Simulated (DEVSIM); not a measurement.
**abrupt GaAs n-p junction**

Device: abrupt GaAs n-p junction, at 300 K.

| layer (left to right) | material | thickness (μm) | Nd (cm⁻³) | Na (cm⁻³) | τn (s) | τp (s) |
|---|---|---|---|---|---|---|
| 1 | GaAs | 8.80 | 6.1e15 | - | 2.9e-8 | 2.9e-8 |
| 2 | GaAs | 2.10 | - | 1.6e15 | 2.9e-8 | 2.9e-8 |

Left contact: ohmic. Right contact: ohmic. Voltage is applied to the left contact. Recombination: SRH at mid-gap. Mobility is μmin + (μ − μmin)/(1 + (N/Nref)^α).

Constants are typed, rounded textbook-type inputs, not results; the design itself was drawn at random and stands for no fabricated device. Values at 300 K.

| parameter | GaAs |
|---|---|
| gap (eV) | 1.424 |
| affinity (eV) | 4.07 |
| permittivity | 12.9 |
| Nc (cm⁻³) | 4.7e17 |
| Nv (cm⁻³) | 9e18 |
| μn (cm²/Vs) | 8500 |
| μp (cm²/Vs) | 400 |
| μn,min | 500 |
| μp,min | 20 |
| Nref,n | 6e16 |
| Nref,p | 1.5e17 |
| αn | 0.39 |
| αp | 0.38 |

Simulated with DEVSIM: 1D drift-diffusion, Boltzmann statistics, complete ionisation; no tunnelling, impact ionisation, image-force lowering or self-heating.

| Item | Result |
|---|---|
| Potential step across the device at zero bias | 1.088 V |
| Largest field in the device at zero bias | 19000 V/cm |
| Dark forward voltage at 1 A/cm² | 0.911 V |
| Dark forward voltage at 100 A/cm² | 1.053 V |

Dark reverse current:

```csv
V (V),J (A/cm²)
0.20,9.0e-11
0.50,1.8e-10
1.00,3.2e-10
1.50,4.3e-10
2.00,5.3e-10
3.00,7.0e-10
4.00,8.6e-10
5.00,9.9e-10
6.50,1.2e-9
8.00,1.3e-9
10.00,1.4e-9
```

Small-signal capacitance in reverse bias (quasi-static):

```
V (V)  C (nF/cm²)
-----  ----------
0.2          9.69
0.5          8.69
1            7.55
1.5          6.76
2            6.18
3            5.36
4            4.80
5            4.45
6.5          4.23
8            4.12
10           4.00
```
